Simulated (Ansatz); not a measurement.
The starting structures come from a database of crystals and need not be the phases stable at ambient conditions.

The decay constant κ of evanescent states in the gap governs leakage through a thin film.

Input:

```xyz
18
Lattice="7.2181 0.0000 0.0000 -3.6090 6.2510 0.0000 0.0000 0.0000 6.4553" Properties=species:S:1:pos:R:3 pbc="T T T"
La     1.8045     3.1255     4.3035
La    -1.8045     3.1255     0.0000
La     3.6090     0.0000     2.1518
P      1.8045     3.1255     1.0759
P     -1.8045     3.1255     3.2276
P      3.6090     0.0000     5.3794
O      4.4790     0.8500     6.3180
O      1.5034     4.3039     2.0145
O      4.2425     3.4539     4.1663
O     -0.8700     5.4011     6.3180
O      2.1056     1.9471     2.0145
O     -0.6335     2.7971     4.1663
O      2.7391     0.8500     4.4408
O     -1.5034     4.3039     2.2890
O      2.9756     3.4539     0.1372
O      0.8700     5.4011     4.4408
O      5.1124     1.9471     2.2890
O      0.6335     2.7971     0.1372
```

Space group of this cell: P6_222. The cell is taken as given; by PBEsol its mean pressure is 0.6 GPa.

Transport runs along the normal of the first two printed cell vectors, the (001) plane of the conventional cell.

The gap is the functional's own. No spin-orbit coupling. Mid-gap values are interpolated on the energy grid.

Question: Give the band gap and the smallest decay constant κ at mid-gap that PBEsol (Ansatz, a program for electronic structure) yields.

Answer: Gap 4.85 eV on a 6×6×6 mesh; κ = 0.453 1/Å, at the zone centre.
